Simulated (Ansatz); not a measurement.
Take BN in the zinc blende structure (space group F-43m, No. 216; a = 3.625 Å) as the base.

Structures relaxed with PBE (Ansatz, a quantum-chemistry and plane-wave program), scalar-relativistic without spin-orbit coupling.

Base:

Simulated powder pattern, Co Kα, λ = 1.79026 Å (kinematic, ideal powder, no thermal factors, no anomalous dispersion; the 10 strongest lines at most, above 2 %, up to 2θ = 90°):

```tsv
2θ (°)	I/Imax (%)	hkl
50.65	100	(111)
59.20	4.8	(200)
88.61	41	(220)
```

Now apply this change: an isotropic linear strain of +2.00 %, atoms relaxed at fixed cell.

Question: How do the reflections move or split?

Answer: 
Simulated powder pattern, Co Kα, λ = 1.79026 Å (kinematic, ideal powder, no thermal factors, no anomalous dispersion; the 10 strongest lines at most, above 2 %, up to 2θ = 90°):

```csv
2θ (°),I/Imax (%),hkl
49.59,100,(111)
57.92,4.9,(200)
86.44,40,(220)
```

The indices refer to the base's conventional cell; one index is shown for lines that coincide.

Whether these cells are dynamically stable was not tested.
